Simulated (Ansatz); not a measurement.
Results of PBEsol (Ansatz, an electronic-structure program, PAW) for Mg₄N₂O (model structure, started from the Ca4P2O type, I4/mmm, No. 139, 7 atoms in the cell).

Run with plane-wave cutoff 520 eV, 20×20×20 k mesh, Fermi–Dirac smearing 0.05 eV, scalar-relativistic PAW data made under PBE.

Cell (relaxed with PBEsol):

```
CELL_PARAMETERS angstrom
     -1.88260     1.88260     5.65799
      1.88260    -1.88260     5.65799
      1.88260     1.88260    -5.65799
ATOMIC_POSITIONS crystal
  Mg 0.80986 0.80986 0.00000
  Mg 0.19014 0.19014 0.00000
  Mg 0.50000 0.00000 0.50000
  Mg 0.00000 0.50000 0.50000
  N  0.63129 0.63129 0.00000
  N  0.36871 0.36871 0.00000
  O  0.00000 0.00000 0.00000
```

Question: What does this level give for the band gap?

Answer: 
band gap: 0.83 eV (on the SCF k mesh)

Note: the relaxation could raise the start's symmetry but not lower it, so the cell can be a saddle point.

Static lattice: no zero-point or thermal effects.

Cost on a shared machine: roughly 60 core-seconds.

A model structure was made by putting elements into a prototype or built by hand; it is no filed structure, need not be a known phase, and can be a saddle point held by its symmetry.
